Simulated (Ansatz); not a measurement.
# germanium (1 1 1) on zinc-blende BP (1 1 1) (film strained to the substrate, started from cuts of the bulks and a machine-learned relaxation; metallic at this level, with no gap by band count)

A periodic stack without vacuum, germanium (1 1 1) on zinc-blende BP (1 1 1) (film strained to the substrate, started from cuts of the bulks and a machine-learned relaxation; metallic at this level, with no gap by band count): substrate slab B35P35, film Ge32, surface cells [[-3, 2], [-2, -1]] and [[2, -2], [2, 0]], film strained by +4.5 and +4.5 %, outermost planes P/B and Ge/Ge as cut, which need not be the usual terminations and can put a slab off its formula.

The start was prepared with a machine-learned potential, and the result is one local minimum, with the in-plane cell held and forces under 0.04 eV/Å; the film can end far from its bulk form.

Calculation: PBE (plane waves to 420 eV, PAW; Ansatz, an electronic-structure program). Scalar-relativistic, without spin–orbit coupling; the runs are not spin-polarised; PBE gaps are too small against experiment. Its k-point mesh 3×3×1, Fermi–Dirac width 0.05 eV.

- interface area = 62.7 Å²
- period = 25.86 Å
- gaps between the outermost planes at the two interfaces = 0.72 and 1.63 Å
- B–Ge contacts across the interfaces within 1.22 times the sum of covalent radii = 16, mean 2.14 Å
- Ge–P contacts across the interfaces within 1.22 times the sum of covalent radii = 6, mean 2.53 Å
- two interfaces = unlike, so that offsets are their mean

```
B35Ge32P35
1.0
    8.50362     0.00174    -0.31073
    4.25285     7.36981    -0.08494
   -1.51214    -0.53729    25.92745
B P Ge
35 35 32
Direct
  0.42948   0.66460   0.11430
  0.01336   0.80588   0.11200
  0.27687   0.37518   0.10916
  0.86141   0.52432   0.11422
  0.13973   0.09045   0.11572
  0.71966   0.24305   0.10845
  0.56097   0.94631   0.10797
  0.36084   0.14399   0.21301
  0.93147   0.28946   0.21574
  0.22050   0.85801   0.21693
  0.78667   0.00250   0.20932
  0.07631   0.57515   0.21388
  0.64846   0.71492   0.21363
  0.50314   0.42848   0.21182
  0.29437   0.62366   0.31632
  0.86478   0.76946   0.31476
  0.15020   0.34059   0.31417
  0.72023   0.48388   0.31624
  0.00269   0.05393   0.31439
  0.57967   0.19456   0.31496
  0.43891   0.90743   0.31436
  0.22361   0.10189   0.40833
  0.79317   0.25236   0.41840
  0.08076   0.82383   0.41863
  0.65359   0.95596   0.41792
  0.94429   0.53554   0.41797
  0.50885   0.67741   0.41962
  0.36876   0.38849   0.41629
  0.25836   0.56415   0.51697
  0.76205   0.67277   0.52175
  0.11301   0.23097   0.50461
  0.48952   0.48371   0.51974
  0.82978   0.03405   0.51535
  0.35641   0.12713   0.50665
  0.27200   0.99048   0.51138
  0.50388   0.89455   0.03361
  0.07762   0.06944   0.04093
  0.38009   0.70839   0.03910
  0.06995   0.81150   0.03997
  0.17763   0.40035   0.03473
  0.88559   0.48035   0.03920
  0.78286   0.26520   0.03572
  0.48019   0.42432   0.13306
  0.05786   0.57312   0.13807
  0.33770   0.13974   0.13647
  0.91377   0.28681   0.14085
  0.20179   0.85569   0.14275
  0.76748   0.99879   0.12978
  0.62794   0.71108   0.13783
  0.41885   0.90594   0.23919
  0.98292   0.05037   0.23845
  0.27471   0.62013   0.24004
  0.84396   0.76668   0.23798
  0.13015   0.33802   0.23869
  0.69909   0.47988   0.23952
  0.55878   0.19164   0.23769
  0.34840   0.38599   0.34049
  0.92047   0.53292   0.34079
  0.20394   0.10006   0.33535
  0.77341   0.24728   0.34141
  0.06143   0.81754   0.34148
  0.63398   0.95625   0.34106
  0.49012   0.67398   0.34244
  0.27547   0.87867   0.44254
  0.84265   0.01571   0.44231
  0.14563   0.58474   0.44500
  0.71289   0.71455   0.44635
  0.00195   0.29282   0.43660
  0.55875   0.44187   0.44573
  0.41700   0.14871   0.43887
  0.17933   0.70747   0.58916
  0.95230   0.42276   0.56941
  0.30400   0.91593   0.59265
  0.61476   0.22040   0.55867
  0.00251   0.11505   0.54977
  0.25448   0.35666   0.55179
  0.87163   0.81829   0.55452
  0.59018   0.63698   0.56431
  0.58599   0.93720   0.69896
  0.06557   0.93850   0.70154
  0.57615   0.43088   0.70040
  0.06088   0.43628   0.69464
  0.23407   0.59737   0.67742
  0.71203   0.60695   0.66293
  0.24669   0.08831   0.67691
  0.72398   0.11106   0.65914
  0.94688   0.27478   0.82481
  0.43344   0.27735   0.82450
  0.94324   0.77488   0.83421
  0.44215   0.77637   0.81989
  0.61080   0.93996   0.79633
  0.09270   0.94146   0.79832
  0.60376   0.43574   0.79723
  0.09227   0.44781   0.79377
  0.33173   0.61773   0.94655
  0.79519   0.62819   0.95435
  0.29640   0.14081   0.97071
  0.78738   0.15159   0.94610
  0.96692   0.29645   0.92057
  0.45473   0.28197   0.92259
  0.97521   0.79376   0.93875
  0.46041   0.80359   0.91625
```
